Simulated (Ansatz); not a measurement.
Results of PBE (PAW; Ansatz, a program for electronic structure) for L1₂ (Cu3Au-type) Pt3Ti.

From the output:

```
Crystal: 4 atoms, lattice volume = 61.538 Å³
Basis set: ecut = 520 eV, 1647 PW (Γ), exchange–correlation on 60×60×60 points (8 copies of the dense FFT grid, shifted against one another)
Bands: 40, of which v1, the nominal top of the filled ones, is band 33 counted from 1 (32 counted from 0)
Symmetry: 48 space group operations
Space group: Pm-3m (ITA 221), of the structure as read, at distance tolerance 3.9e-5 Å
k-points: 120 of 2744
Functional: x = pbe(κ = 0.804, μ = 0.2195149727645171), c = pbe(β = 0.06672455060314922)
SCF iter   1: F=—  HF=-40072.164565 eV  |F-HF|=—  |Δ(HF+E_count)|=         —  Δρ=1.40e-2  dr2=1.74e-1
SCF iter   2: F=—  HF=-40072.156400 eV  |F-HF|=—  |Δ(HF+E_count)|=   8.17e-3  Δρ=7.37e-3  dr2=5.18e-2
  ...
SCF iter   7: F=—  HF=-40072.152294 eV  |F-HF|=—  |Δ(HF+E_count)|=   4.89e-9  Δρ=2.09e-6  dr2=3.43e-9
SCF iter   8: F=-40072.152294 eV  HF=-40072.152294 eV  |F-HF|=5.82e-11  |Δ(HF+E_count)|=  1.89e-10  Δρ=4.24e-7  dr2=1.45e-10
SCF 1 converged in 8 iterations: F = -40072.152294 eV  dr2 = 1.45e-10
SCF converged after 8 iterations
Free energy (F): -40072.152294 eV
Internal energy: -40072.141591 eV  (E = F + TS)
E sigma→0 (E₀):  -40072.146943 eV
Fermi energy:    21.503044 eV
--- Forces (eV/Å), atoms counted from 1 ---
  atom   1  Ti    -0.00000000     0.00000000     0.00000000
  atom   2  Pt     0.00000000    -0.00000000    -0.00000000
  atom   3  Pt     0.00000000    -0.00000000     0.00000000
  atom   4  Pt    -0.00000000    -0.00000000     0.00000000
--- Stress (GPa, compression-positive) ---
       -0.000377       0.000000       0.000000
        0.000000      -0.000377       0.000000
        0.000000       0.000000      -0.000377
  P = ⅓ Tr σ = -0.0004 GPa (-0.004 kbar)
```

Q: Write an input file that could have produced this run (the log leaves some choices open).

A: Several could match; the one computed here: 
Ansatz 0.2 input:
```yaml
crystal:
  lattice:
    - [3.9480395994, 0.0, 0.0]
    - [0.0, 3.9480395994, 0.0]
    - [0.0, 0.0, 3.9480395994]
  atoms:
    - { symbol: Ti, position: [0.0, 0.0, 0.0] }
    - { symbol: Pt, position: [0.0, 0.5, 0.5] }
    - { symbol: Pt, position: [0.5, 0.0, 0.5] }
    - { symbol: Pt, position: [0.5, 0.5, 0.0] }
basis:
  ecutwfc: 520
  ecutrho_ratio: 4
  xc_grid: 2
kpoints:
  mp_grid: { grid: [14, 14, 14] }
hamiltonian:
  xc: pbe
  dispersion: none
  pseudopotentials: { kind: paw }
scf:
  occupations: { method: fermi_dirac, width: 0.05 }
  convergence: { dr2_threshold: 0.0000000004 }
output:
  forces: true
  stress: true
  eigenvalues: true
```
